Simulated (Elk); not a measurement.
A user runs Elk on NbTc (Cmmm, 2 atoms in the cell) and asks whether the run is sound. The aim is a self-consistent single point with DFT, PBEsol, all-electron FP-LAPW, Elk's shipped species files, LAPW+lo basis.

Cell that was meant: a = 2.7816 Å, b = 2.7816 Å, c = 4.3906 Å, α = 90.00°, β = 90.00°, γ = 110.54°.

Part of the input:

```
  1
  0.5000000000  0.5000000000  0.5000000000    0.0 0.0 0.0

vkloff
  0.5 0.5 0.5
```

The program printed (abridged):

```
│ Elk code version 10.2.4 │

All units are atomic (Hartree, Bohr, etc.)

│ Ground-state run starting from atomic densities │

   [... lines left out ...]
Total number of core states    :   56

Total number of local-orbitals :   36

Exchange-correlation functional :     22     0     0
 PBEsol, Phys. Rev. Lett. 100, 136406 (2008)
 gradient requirement :    1
 generalised gradient approximation (GGA)

Smearing type :    1
 Methfessel-Paxton order 1, Phys. Rev. B 40, 3616 (1989)
Smearing width :   0.7349860000E-02
Effective electronic temperature (K) :    2320.902224

Mixing type :    3
 Broyden mixing, J. Phys. A: Math. Gen. 17, L317 (1984)

Kohn-Sham potential initialised from atomic data
│ Self-consistent loop started │
│ Loop number : 1 │
 total energy                :     -8102.12984212
│ Loop number : 2 │
 total energy                :     -8102.29664669
RMS change in Kohn-Sham potential (target) :   0.2437880618     (  0.1000000000E-05)
Absolute change in total energy (target)   :   0.1668045759     (  0.1000000000E-03)
│ Loop number : 3 │
 total energy                :     -8102.24351012
RMS change in Kohn-Sham potential (target) :   0.2041188842     (  0.1000000000E-05)
Absolute change in total energy (target)   :   0.1143543373E-01 (  0.1000000000E-03)
   [... lines left out ...]
Absolute change in total energy (target)   :   0.1078245214E-02 (  0.1000000000E-03)
│ Loop number : 28 │
 total energy                :     -8102.89490952
RMS change in Kohn-Sham potential (target) :   0.1944198182E-05 (  0.1000000000E-05)
Absolute change in total energy (target)   :   0.3478126846E-03 (  0.1000000000E-03)
│ Loop number : 29 │
 total energy                :     -8102.89490381
RMS change in Kohn-Sham potential (target) :   0.9734031746E-06 (  0.1000000000E-05)
Absolute change in total energy (target)   :   0.8123357202E-04 (  0.1000000000E-03)
Convergence targets achieved

│ Loop number : 30 │

Energies :
 Fermi                       :     0.475093928856
 total energy                :     -8102.89490246

Density of states at Fermi energy :    453.6503102
 (states/Hartree/unit cell)

Estimated indirect band gap :   0.1400267356E-02
 from k-point      1 to k-point      1
Estimated direct band gap   :   0.1400267356E-02
 at k-point      1

Charges :
 core                        :    56.00000000
 valence                     :    28.00000000
 interstitial                :    3.088607915
 muffin-tins (core leakage)
  species :    1 (Nb)
   atom    1                 :    39.19626661     (  0.1526600879E-05)
  species :    2 (Tc)
   atom    1                 :    41.71512548     (  0.1784851023E-06)
 total in muffin-tins        :    80.91139208
 total calculated charge     :    84.00889762
 total charge                :    84.00000000
 error                       :   0.8897617986E-02

│ Self-consistent loop stopped │
```

Task: Can these results be used? Check the input.

Result: The run is not sound. The fault is a single k-point for a small metallic cell. One k-point cannot sample the Fermi surface of a small cell. To fix it, use a converged k-point mesh. The run converged in 30 iterations without an error; against the sound input the total energy goes up by 327 meV/atom.

The sound input it was made from differs as follows (other fixes are possible):
```diff
+ngridk
+  7 7 4
+
```

With that input, the run converged in 17 iterations: total energy -220491.6574 eV; Fermi level (on the code's own zero) 12.75 eV (DFT, PBEsol, all-electron FP-LAPW, Elk's shipped species files, LAPW+lo basis).

On the sound input: the starting cell comes from a database of computed structures (which also holds hypothetical and non-ambient phases and stackings), without a prior relaxation at this level. Its lattice was rescaled by a random factor within 2.5 % of one. Spin polarisation is off. Values depend on the basis (sphere radii, cutoffs, local orbitals), which need not be converged. Without a gap this mesh is coarse (it stands for a supercell whose shortest vector is 18 Å). The log's line on a gap gives a spacing of levels on this mesh, which the program prints for metals too.
